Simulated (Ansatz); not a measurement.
Functionals compared on Cl on the 1x1 (111) surface of fcc Au (the real clean face reconstructs), one in a 2x2 cell, started at the site 'bridge Au-Au (span 2.9 Å)', in Ansatz (plane waves, PAW). The structure was relaxed with PBE; the other rows are single points on it, each with its references at the same level. Cutoff 420 eV (500 eV for r2SCAN).

Model: 17-atom slab, 7.2 Å thick at the start under the adsorbate (thin: gaps and levels are the slab's own), 6x6x1 mesh, Fermi-Dirac 0.1 eV, dipole correction, 8 atoms held, the rest relaxed; symmetry of the start imposed; no spin, no spin-orbit, no U, no dispersion correction. At the end it is bonded to 2 Au. In PBE it is, or lies within 0.03 eV of, the lowest of the starts that converged. These notes are the PBE run's. Adsorption energies are against ½ Cl2(g). A negative adsorption energy means that the adsorbate is more stable on the surface than in its reference.

```json
[
 {"functional": "PBE", "adsorption energy (eV)": "-0.88", "work function of the top face (eV)": "5.96", "change of the work function (eV)": "0.84", "rough cost of the single point": "–"},
 {"functional": "RPBE", "adsorption energy (eV)": "-0.67", "work function of the top face (eV)": "5.86", "change of the work function (eV)": "0.91", "rough cost of the single point": "very roughly 2.2 core-minutes"},
 {"functional": "r2SCAN", "adsorption energy (eV)": "-1.16", "work function of the top face (eV)": "6.10", "change of the work function (eV)": "0.96", "rough cost of the single point": "very roughly 5 core-minutes"}
]
```

Ansatz is a first-principles code.
